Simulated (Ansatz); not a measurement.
# Competing hops of In vacancy in zinc-blende InP, charge state -3

Defect: In vacancy in zinc-blende InP, charge state -3. Level of theory: PBE, PAW (plane waves to 420 eV; Ansatz, an electronic-structure program).

64-site cell at the relaxed PBE lattice, one k-point at (0.250, 0.250, 0.250), smearing 0.05 eV, spin-restricted, no finite-size correction. Energies are static. PBE gaps are too small, and in this host the defect's levels may merge with the bands. The charge state is imposed; whether it is stable for some Fermi level was not computed. Forms of the defect that were not tried may lie lower. On the k-point mesh the defect's levels are only partly filled at one site or more.

Barriers: single points on a 2×2×2 k-point mesh shifted by half a step at the bands' geometries.

```csv
Route,Start site over the lowest site run (eV),Hop (Å),Forward barrier (eV),Backward barrier (eV),Neighbours at the start,Neighbours at the saddle,Saddle order,"Forward, on the band's own sampling (eV)"
a nearby In atom hops onto the vacant site,0.00,4.01,1.61,1.61,"P at 2.54, 2 P at 2.61, P at 2.62 Å","P at 2.49, P at 2.76, P at 2.80, P at 3.03, P at 3.06 Å",first order,1.63
```

Paths come from CI-NEB runs.   1 more band(s) gave no usable saddle point.
